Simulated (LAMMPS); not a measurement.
LAMMPS 22 Jul 2025, classical MD, EAM (NiAlH_jea.eam.alloy): NiAl, 5488 atoms.

```yaml
task: MD, nve
potential: EAM, NiAlH_jea.eam.alloy
copies_of_the_repeat_unit: 14×14×14
shape (slab and sphere leave vacuum in the box): bulk
temperature: 800 K
steps: 5000
timestep: 2 fs
neighbor_skin: 2 Å
neigh_modify: every 1 delay 0 check yes
thermo: 100
newton: on (default)
atom_modify sort (bins of 2 Å where set): 1000 (default)
comm_style: brick (default)
box: 40.4 × 40.4 × 40.4 Å
start: generated B2 lattice, warmed in an untimed run
compared_values: energy and forces of the first step, drift over the run
```

It runs on a single node (Arm Neoverse V2, 96 cores on 1 socket, no SMT, 1 L3 cache group).

Each time is the median wall time of two to five repeats, run one at a time on the otherwise empty machine; start-up is included. Unless noted, each process is bound to its own block of adjacent cores. The times hold for this build (PyPI wheel: MPICH, OPENMP and OPT packages). Scratch files lie in a memory file system. A preparatory run goes ahead and isn't timed.

Measured:

```
cores    layout  wall time
-----  --------  ---------
2       2 ranks       17 s
4       4 ranks      8.9 s
8       8 ranks      4.7 s
32     32 ranks      1.6 s
48     48 ranks      1.2 s
64     64 ranks      1.0 s
```

Q: Fit T(p) = s + w/p to these times and predict the runs with 16 ranks and with 88 ranks. How well does the fit hold?

A: A fit of relative deviations gives s = 0.50 s and w = 34 core-seconds; it misses the rows shown by at most 3 %.

```tsv
cores	layout	fit	measured	measured against fit
16	16 ranks	2.6 s	2.7 s	+4 %
88	88 ranks	0.88 s	1.1 s	+25 %
```

The fit holds no term that grows with the count of cores, while start and exit outside the program's clock rises from 0.22 s on 64 cores to 0.29 s on 88.

Efficiency, counted from 2 cores, is near one half at 64 cores. The shortest time, 1.0 s, comes at 64 cores (88: level within 8 % or the scatter of repeats). The share that grows most is that of start and exit outside the program's clock: from 0.68 % of the time on 2 cores to 28 % on 88. The largest part on 88 cores, pair forces (Pair), takes 17 s on 2 and 0.46 s there.
